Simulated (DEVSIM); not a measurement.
Structure: Al0.35Ga0.65As/GaAs p-n heterojunction, at 300 K.

| layer (left to right) | material | thickness (μm) | Nd (cm⁻³) | Na (cm⁻³) | τn (s) | τp (s) |
|---|---|---|---|---|---|---|
| 1 | Al0.35Ga0.65As | 0.0780 | - | 6.4e16 | 4e-10 | 4e-10 |
| 2 | GaAs | 3.80 | 4.3e15 | - | 4e-10 | 4e-10 |

Left contact: ohmic. Right contact: ohmic. Voltage is applied to the left contact. Recombination: SRH at mid-gap, Auger. Mobility is constant in doping.

Constants are typed, rounded textbook-type inputs, not results; the design itself was drawn at random and stands for no fabricated device. Values at 300 K.

| parameter | Al0.35Ga0.65As | GaAs |
|---|---|---|
| gap (eV) | 1.8604 | 1.424 |
| affinity (eV) | 3.7935 | 4.07 |
| permittivity | 11.91 | 12.9 |
| Nc (cm⁻³) | 7.44e17 | 4.7e17 |
| Nv (cm⁻³) | 9e18 | 9e18 |
| μn (cm²/Vs) | 3495 | 8500 |
| μp (cm²/Vs) | 176 | 400 |
| Cn (cm⁶/s) | 1e-30 | 1e-30 |
| Cp (cm⁶/s) | 1e-30 | 1e-30 |

DEVSIM, 1D drift-diffusion, Boltzmann statistics, complete ionisation; no tunnelling, impact ionisation, image-force lowering or self-heating. Band offsets follow the typed affinities; no thermionic-emission limit at abrupt steps, no polarisation charge.

The minority lifetime in layer 2 was swept, all else fixed.

| minority lifetime in layer 2 (s) | dark forward voltage at 1 A/cm² (V) | dark forward voltage at 100 A/cm² (V) |
|---|---|---|
| 1.2e-11 | 0.895 | 1.098 |
| 4e-11 | 0.917 | 1.105 |
| 1.2e-10 | 0.938 | 1.114 |
| 4e-10 | 0.961 | 1.128 |
| 1.2e-9 | (withheld) | (withheld) |
| 4e-9 | 1.001 | 1.160 |
| 1.2e-8 | 1.014 | 1.172 |

Task: Some entries are withheld; supply them.

Result: 
- 1.2e-9, dark forward voltage at 1 A/cm² (V): 0.981
- 1.2e-9, dark forward voltage at 100 A/cm² (V): 1.143
